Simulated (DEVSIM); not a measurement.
Structure: abrupt Ge p-n junction, at 300 K.

| layer (left to right) | material | thickness (μm) | Nd (cm⁻³) | Na (cm⁻³) | τn (s) | τp (s) |
|---|---|---|---|---|---|---|
| 1 | Ge | 3.10 | - | 1.5e18 | 0.00018 | 0.00018 |
| 2 | Ge | 76.0 | 1.3e17 | - | 0.00018 | 0.00018 |

Left contact: ohmic. Right contact: ohmic. Voltage is applied to the left contact. Recombination: SRH at mid-gap, radiative, Auger. Mobility is μmin + (μ − μmin)/(1 + (N/Nref)^α).

The device is made up for the run: typed textbook-type constants, with dimensions and the other settings drawn at random. Values at 300 K; Nc and Nv go as T^1.5, mobilities as T to minus their exponent, the gap by Varshni's rule with the affinity fixed.

| parameter | Ge |
|---|---|
| gap (eV) | 0.664 |
| affinity (eV) | 4 |
| permittivity | 16 |
| Nc (cm⁻³) | 1.04e19 |
| Nv (cm⁻³) | 6e18 |
| μn (cm²/Vs) | 3900 |
| μp (cm²/Vs) | 1900 |
| μn,min | 150 |
| μp,min | 100 |
| Nref,n | 2.6e17 |
| Nref,p | 4e17 |
| αn | 0.56 |
| αp | 0.6 |
| T exponent of μn | 1.66 |
| T exponent of μp | 2.33 |
| B (cm³/s) | 6.4e-14 |
| Cn (cm⁶/s) | 1e-31 |
| Cp (cm⁶/s) | 1e-31 |
| Varshni α (eV/K) | 0.000477 |
| Varshni β (K) | 235 |

Simulated with DEVSIM: 1D drift-diffusion, Boltzmann statistics, complete ionisation; no tunnelling, impact ionisation, image-force lowering or self-heating.

The temperature was swept, all else fixed.

| temperature (K) | potential step across the device at zero bias (V) | largest field in the device at zero bias (V/cm) | dark forward voltage at 100 A/cm² (V) |
|---|---|---|---|
| 250 | 0.570 | 120000 | 0.500 |
| 300 | 0.515 | 120000 | … |
| 350 | 0.456 | 110000 | 0.369 |
| 400 | 0.395 | 100000 | 0.299 |
| 450 | 0.332 | 99000 | 0.229 |
| 500 | 0.268 | 94000 | 0.157 |

Task: Some entries are withheld; supply them.

Result: 
- 300, dark forward voltage at 100 A/cm² (V): 0.436
